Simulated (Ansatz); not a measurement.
**A computed series for Be: pressure series**

Take Be in the hcp (Mg type) structure (space group P6_3/mmc, No. 194; a = 2.2637 Å, c = 3.5639 Å) as the base.

Cell and atoms are relaxed at each pressure.

Method: r2SCAN/PAW in Ansatz (an electronic-structure program), spin-orbit coupling left out.

```csv
P (GPa),V (Å³/atom)
-2.00,8.039
-1.00,7.972
0.30,7.889
0.70,7.864
1.50,7.815
3.00,7.726
5.00,7.615
7.50,7.484
10.00,7.362
```

Fit a third-order Birch–Murnaghan equation of state.

Least squares on P(V) = (3B₀/2)[(V₀/V)^(7/3) − (V₀/V)^(5/3)]·[1 + (3/4)(B₀′ − 4)((V₀/V)^(2/3) − 1)] gives V₀ = 7.91 Å³/atom, B₀ = 124 GPa and B₀′ = 3.3.

Load acts through the strain it causes; cell and atoms are relaxed under it. Stability against distortions was not tested. No other phases were tried under pressure.
